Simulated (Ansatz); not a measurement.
The starting structures come from a database of crystals and need not be the phases stable at ambient conditions.

By PBEsol, the system below comes out a metal.

The ballistic (Sharvin) conductance counts the channels at the Fermi level: G/A = (e²/h) × channels of both spins per area.

Data:

```yaml
crystal:
  lattice:
    - [3.22250, 0.00000, 0.00000]
    - [0.00000, 8.38518, 0.00000]
    - [0.00000, -4.18016, 4.19257]
  atoms:
    - { symbol: In, position: [0.99120, 0.00000, 0.00000] }
    - { symbol: In, position: [0.00880, 0.50000, 0.00000] }
    - { symbol: Sb, position: [0.72300, 0.50000, 0.50000] }
    - { symbol: Sb, position: [0.27700, 0.00000, 0.50000] }
```

Space group of this cell: Pmmn. The cell is taken as given; by PBEsol its mean pressure is -2.8 GPa.

The current flows along the normal of the first two printed cell vectors. No spin-orbit coupling; the value is a mean over 0.1 eV about the Fermi level.

Task: State the ballistic conductance per area according to PBEsol run with Ansatz (a program for electronic structure).

Result: 0.70 × 10¹⁵ S/m² for both spins.
